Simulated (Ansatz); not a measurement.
## Effect of biaxial strain −3.42 %, plane normal [001], relaxed out of plane on Au

Take Au in the fcc (Cu type) structure (space group Fm-3m, No. 225; a = 4.1241 Å) as the base. Axes: x, y, z lie along the cube axes.

Now apply this change: biaxial strain −3.42 %, plane normal [001], relaxed out of plane (Cartesian); in-plane vectors clamped, the third vector and the atoms free.

All numbers come from Ansatz (a program for electronic structure) r2SCAN, no spin-orbit coupling. k-mesh 19×19×19 (Γ-centred); smearing 0.05 eV (Fermi–Dirac).

The volume per atom decreases by 0.19 Å³ to 17.35 Å³ and the space group goes from Fm-3m (No. 225) to I4/mmm (No. 139). The shortest interatomic distance decreases by 0.100 Å, from 2.916 Å to 2.816 Å and the energy rises by 11 meV/atom. The pressure (mean of the normal stresses, compression positive) goes from zero to 2.4 GPa and the band gap stays zero. The out-of-plane strain is +6.05 % (rough) and the mean in-plane stress (compression positive) comes out as +3.5 GPa (rough).

Final structure (turned so that z lies along the plane normal):

```xyz
1
Lattice="2.8164 0.0000 0.0000 0.0000 2.8164 0.0000 1.4082 -1.4082 2.1867" Properties=species:S:1:pos:R:3 pbc="T T T"
Au     0.0000     0.0000     0.0000
```

Without a gap, meshes like the base's 19×19×19 leave anisotropic stresses uncertain by several tenths of a GPa, and small strain energies with them. Stability against distortions was not tested.
